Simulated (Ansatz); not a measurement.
The parent structure is MgB2 (space group P6/mmm, No. 191; a = 3.064 Å, c = 3.498 Å; relaxed with 0.1 eV smearing). Axes: x lies along a and z along c of the hexagonal cell.

Level of theory: Kohn–Sham DFT with the PBEsol functional, run in Ansatz (a first-principles code) with PAW and 420 eV plane waves, no SOC.

Strains are applied to the cell and any free atomic positions relax; under biaxial strain the out-of-plane vector relaxes too.

One change was made to it. Results:

```tsv
quantity	base	after
volume per atom	9.48 Å³	9.88 Å³
pressure (mean of the normal stresses, compression positive)	0.0 GPa	-7.2 GPa
```

**Question.** Which of these changes matches the shifts?
A. biaxial strain −1.50 %, plane normal [001], relaxed out of plane
B. biaxial strain −1.00 %, plane normal [001], relaxed out of plane
C. biaxial strain +3.00 %, plane normal [001], relaxed out of plane
D. biaxial strain +2.50 %, plane normal [001], relaxed out of plane

**Answer.** D, biaxial strain +2.50 %, plane normal [001], relaxed out of plane. For comparison, the pressure in the other runs: biaxial strain +3.00 %, plane normal [001], relaxed out of plane gives -8.5 GPa; biaxial strain −1.50 %, plane normal [001], relaxed out of plane gives 5.2 GPa; biaxial strain −1.00 %, plane normal [001], relaxed out of plane gives 3.4 GPa.

No phonon test of stability was made. All final runs are without spin polarisation.
